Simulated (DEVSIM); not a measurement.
Structure: abrupt GaAs p-n junction, at 300 K.

```tsv
layer (left to right)	material	thickness (μm)	Nd (cm⁻³)	Na (cm⁻³)	τn (s)	τp (s)
1	GaAs	12.0	-	1.9e17	4e-9	4e-9
2	GaAs	130	4e14	-	4e-9	4e-9
```

Left contact: ohmic. Right contact: ohmic. Voltage is applied to the left contact. Recombination: SRH at mid-gap, Auger. Mobility is μmin + (μ − μmin)/(1 + (N/Nref)^α).

This is a model device: material constants are rounded textbook-type values typed into the input, and sizes, dopings and lifetimes were drawn at random. Values at 300 K.

```tsv
parameter	GaAs
gap (eV)	1.424
affinity (eV)	4.07
permittivity	12.9
Nc (cm⁻³)	4.7e17
Nv (cm⁻³)	9e18
μn (cm²/Vs)	8500
μp (cm²/Vs)	400
μn,min	500
μp,min	20
Nref,n	6e16
Nref,p	1.5e17
αn	0.39
αp	0.38
Cn (cm⁶/s)	1e-30
Cp (cm⁶/s)	1e-30
```

Model (solved in DEVSIM): 1D drift-diffusion, Boltzmann statistics, complete ionisation; no tunnelling, impact ionisation, image-force lowering or self-heating.

The minority lifetime in layer 2 was swept, all else fixed.

| minority lifetime in layer 2 (s) | dark forward voltage at 1 A/cm² (V) |
|---|---|
| 1.2e-10 | 0.946 |
| 4e-10 | 0.956 |
| 1.2e-9 | 0.969 |
| 4e-9 | 0.984 |
| 1.2e-8 | 0.998 |
| 4e-8 | 1.019 |
| 1.2e-7 | … |

Task: Fill in the missing entries.

Result: 
- 1.2e-7, dark forward voltage at 1 A/cm² (V): 1.036
